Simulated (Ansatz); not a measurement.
# Re in the hcp (Mg type) structure (space group P6_3/mmc, No. 194)

```
CELL_PARAMETERS angstrom
      2.77511     0.00000     0.00000
     -1.38755     2.40332     0.00000
      0.00000     0.00000     4.48300
ATOMIC_POSITIONS crystal
  Re 0.66667 0.33333 0.75000
  Re 0.33333 0.66667 0.25000
```

Method: Ansatz (an electronic-structure program), PBE, PAW, cutoff 420 eV, no SOC. k-mesh 19×19×11 (Γ-centred); smearing 0.05 eV (Fermi–Dirac).

```json
{
 "volume_per_atom": "14.95 Å³",
 "density": "20.68 g/cm³",
 "band_gap": "zero",
 "total_energy": "-10868.077 eV/atom (σ→0; compares only within this code and set-up)"
}
```

No phonon test of stability was made. All final runs are without spin polarisation.
